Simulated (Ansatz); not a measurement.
# Work function of Ir(111) slab, unreconstructed by several functionals

All runs by Ansatz (plane waves, PAW, no spin-orbit coupling): 7 layers on the in-plane lattice of PBE, ions relaxed at each level.

| level | work function (eV) | rough cost against PBE (one kind of shared host) |
|---|---|---|
| LDA | … | within a factor of 2 |
| PBE | 5.47 | 1 |
| PBEsol | … | within a factor of 2 |
| r2SCAN | 5.49 | about 2 times |

### Question
What belongs in the gaps?

### Answer

- LDA, work function (eV): 5.79
- PBEsol, work function (eV): 5.57

### Question
Which level lies nearest to measurement, and on which side does PBE miss?

### Answer
Measured (this face): 5.78 eV (measured; Richard Tran, Xiang-Guo Li, Joseph H. Montoya et al., Surface Science (2019), arXiv:1902.07811). Misses: LDA +0.01, PBE -0.31, PBEsol -0.21, r2SCAN -0.29 eV. Nearest is LDA, though measured values of one face scatter by 0.1 eV or more.

Ansatz is an electronic-structure program.
